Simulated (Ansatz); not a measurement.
Consider a periodic stack without vacuum, antifluorite Mg2Si (1 1 1) on zinc-blende GaSb (1 1 1) (film strained to the substrate, started from cuts of the bulks and a machine-learned relaxation; slabs Ga4Sb4 and Mg6Si3, which can lie off the formulas): substrate slab Ga4Sb4, film Mg6Si3, surface cells [[0, -1], [1, -1]] and [[1, 0], [0, 1]], film strained by -2.4 and -2.4 %, outermost planes Ga/Sb and Mg/Mg as cut, which need not be the usual terminations and can put a slab off its formula. Its start:

```yaml
crystal:
  lattice:
    - [4.39298, 0.00000, -0.00278]
    - [2.19649, 3.80443, -0.00065]
    - [0.71564, -1.26307, 26.22119]
  atoms:
    - { symbol: Ga, position: [0.76312, 0.12042, 0.04854] }
    - { symbol: Ga, position: [0.05946, 0.50118, 0.18618] }
    - { symbol: Ga, position: [0.34737, 0.87989, 0.32210] }
    - { symbol: Ga, position: [0.63596, 0.25680, 0.45806] }
    - { symbol: Sb, position: [0.09047, 0.46408, 0.08186] }
    - { symbol: Sb, position: [0.38180, 0.84557, 0.21920] }
    - { symbol: Sb, position: [0.66957, 0.22415, 0.35577] }
    - { symbol: Sb, position: [0.95940, 0.59793, 0.49272] }
    - { symbol: Mg, position: [0.96726, 0.53376, 0.59569] }
    - { symbol: Mg, position: [0.60973, 0.22521, 0.66836] }
    - { symbol: Mg, position: [0.25397, 0.91281, 0.73742] }
    - { symbol: Mg, position: [0.89621, 0.60400, 0.81140] }
    - { symbol: Mg, position: [0.54100, 0.29516, 0.88116] }
    - { symbol: Mg, position: [0.18984, 0.98600, 0.95391] }
    - { symbol: Si, position: [0.28704, 0.88169, 0.63501] }
    - { symbol: Si, position: [0.57514, 0.25831, 0.77466] }
    - { symbol: Si, position: [0.86496, 0.63956, 0.91397] }
```

The start was prepared with a machine-learned potential, and the result is one local minimum, with the in-plane cell held and forces under 0.04 eV/Å; the film can end far from its bulk form.

Method: PBE (plane waves to 420 eV, PAW; Ansatz, a quantum-chemistry and plane-wave program). Spin–orbit coupling is left out; the runs are not spin-polarised. Its k-point mesh 6×6×1, Fermi–Dirac width 0.05 eV.

Q: Predict the relaxed interface.

A: 
- interface area: 16.7 Å²
- period: 25.99 Å
- heights between the nearest atoms of the two slabs at the two interfaces: 2.85 and 1.85 Å
- Ga–Mg contacts across the interfaces within 1.22 times the sum of covalent radii: 3, mean 3.14 Å
- Mg–Sb contacts across the interfaces within 1.22 times the sum of covalent radii: 2, mean 2.88 Å
- Ga–Si contacts across the interfaces within 1.22 times the sum of covalent radii: 1, mean 2.62 Å
- two interfaces: unlike, so that offsets are their mean
